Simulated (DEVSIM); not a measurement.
Structure: abrupt Si n-p junction, at 350 K.

| layer (left to right) | material | thickness (μm) | Nd (cm⁻³) | Na (cm⁻³) | τn (s) | τp (s) |
|---|---|---|---|---|---|---|
| 1 | Si | 13.0 | 1.8e18 | - | 1.4e-5 | 1.4e-5 |
| 2 | Si | 7.10 | - | 5.1e15 | 1.4e-5 | 1.4e-5 |

Left contact: ohmic. Right contact: ohmic. Voltage is applied to the left contact. Recombination: SRH at mid-gap, radiative. Mobility is constant in doping.

Constants are typed, rounded textbook-type inputs, not results; the design itself was drawn at random and stands for no fabricated device. Values at 300 K; Nc and Nv go as T^1.5, mobilities as T to minus their exponent, the gap by Varshni's rule with the affinity fixed.

```tsv
parameter	Si
gap (eV)	1.124
affinity (eV)	4.05
permittivity	11.7
Nc (cm⁻³)	2.86e19
Nv (cm⁻³)	3.1e19
μn (cm²/Vs)	1417
μp (cm²/Vs)	470
T exponent of μn	2.3
T exponent of μp	2.2
B (cm³/s)	4.7e-15
Varshni α (eV/K)	0.000473
Varshni β (K)	636
```

Simulated with DEVSIM: 1D drift-diffusion, Boltzmann statistics, complete ionisation; no tunnelling, impact ionisation, image-force lowering or self-heating.

The doping Na of layer 2 was swept, all else fixed.

```csv
doping Na of layer 2 (cm^-3),potential step across the device at zero bias (V),dark forward voltage at 100 A/cm² (V),dark forward voltage at 1 A/cm² (V),largest field in the device at zero bias (V/cm)
1.5e14,0.644,?,?,79000
5.1e14,0.681,0.604,0.399,79000
1.5e15,0.714,0.612,0.430,80000
5.1e15,0.751,0.629,0.467,83000
1.5e16,0.783,0.649,0.499,92000
5.1e16,0.820,0.680,0.536,120000
1.5e17,0.853,0.709,0.568,190000
```

Q: What belongs in the gaps?

A: 
- 1.5e14, dark forward voltage at 100 A/cm² (V): 0.599
- 1.5e14, dark forward voltage at 1 A/cm² (V): 0.369
